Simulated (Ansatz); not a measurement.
The reference is AlN in the wurtzite structure (space group P6_3mc, No. 186).

```xyz
4
Lattice="3.1138 0.0000 0.0000 -1.5569 2.6966 0.0000 0.0000 0.0000 4.9833" Properties=species:S:1:pos:R:3 pbc="T T T"
Al     0.0000     1.7978     4.9833
Al     1.5569     0.8989     2.4917
N      0.0000     1.7978     1.9037
N      1.5569     0.8989     4.3953
```

Cartesian axes are those of the cell as printed.

Level of theory: PBEsol/PAW in Ansatz (a quantum-chemistry and plane-wave program), no spin-orbit coupling.

Strains are applied to the cell and any free atomic positions relax.

One change was made to it. Results:

| quantity | base | after |
|---|---|---|
| pressure (mean of the normal stresses, compression positive) | 0.01 GPa | -5.32 GPa |
| valence-band top at Γ (three highest levels, from the VBM) | 0.00, -0.22, -0.22 eV | 0.00, 0.00, -0.03 eV |
| energy relative to the base (free energy F) | 0 meV/atom | +10 meV/atom |

**Question.** Which of these changes matches the shifts?
(A) uniaxial strain ε_zz = +3.00 %
(B) uniaxial strain ε_zz = +1.80 %
(C) uniaxial strain ε_zz = +1.20 %
(D) uniaxial strain ε_zz = +0.60 %

**Answer.** A, uniaxial strain ε_zz = +3.00 %. For comparison, the valence-band top at Γ in the other runs: uniaxial strain ε_zz = +1.20 % gives 0.00, -0.12, -0.12 eV; uniaxial strain ε_zz = +0.60 % gives 0.00, -0.17, -0.17 eV; uniaxial strain ε_zz = +1.80 % gives 0.00, -0.07, -0.07 eV.

The levels and masses belong to the bands next to the band gap. Stability against distortions was not tested.
